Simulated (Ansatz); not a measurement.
InGa3N4 (P3m1, No. 156, 8 atoms in the cell; start mp-1223879) was calculated with PBE0 (Ansatz, an electronic-structure program, PAW).

Numerical settings: plane-wave cutoff 460 eV, 9×9×2 k mesh (along the axes of the cell as run), Fermi–Dirac smearing 0.01 eV, scalar-relativistic PAW data made under PBE.

Cell (relaxed with PBEsol):

```cif
data_Ga3InN4
_chemical_formula_sum 'In1 Ga3 N4'
_space_group_name_H-M_alt 'P3m1'
_space_group_IT_number 156
_space_group_name_Hall 'P 3 -2"'
_cell_length_a 3.26389
_cell_length_b 3.26389
_cell_length_c 10.71348
_cell_angle_alpha 90.000
_cell_angle_beta 90.000
_cell_angle_gamma 120.000
loop_
_atom_site_label
_atom_site_type_symbol
_atom_site_symmetry_multiplicity
_atom_site_Wyckoff_symbol
_atom_site_fract_x
_atom_site_fract_y
_atom_site_fract_z
_atom_site_occupancy
In1 In 1 a 0.00000 0.00000 0.99786 1
Ga1 Ga 1 c 0.66667 0.33333 0.25937 1
Ga2 Ga 1 c 0.66667 0.33333 0.73801 1
Ga3 Ga 1 a 0.00000 0.00000 0.49855 1
N1 N 1 c 0.66667 0.33333 0.07985 1
N2 N 1 c 0.66667 0.33333 0.55610 1
N3 N 1 a 0.00000 0.00000 0.31671 1
N4 N 1 a 0.00000 0.00000 0.79536 1
```

Question: Give the computed band gap.

Answer: 
- band gap = 2.52 eV (on the SCF k mesh)

Note: cell and atoms aren't relaxed at this level (largest force component 0.20 eV/Å, pressure -0.3 GPa).

Spin–orbit coupling is not included.

Computed values are for the static lattice.

Computing time: about 7 core-minutes (a rough figure).

A start named mp-… is a Materials Project structure, which need not be a measured phase.
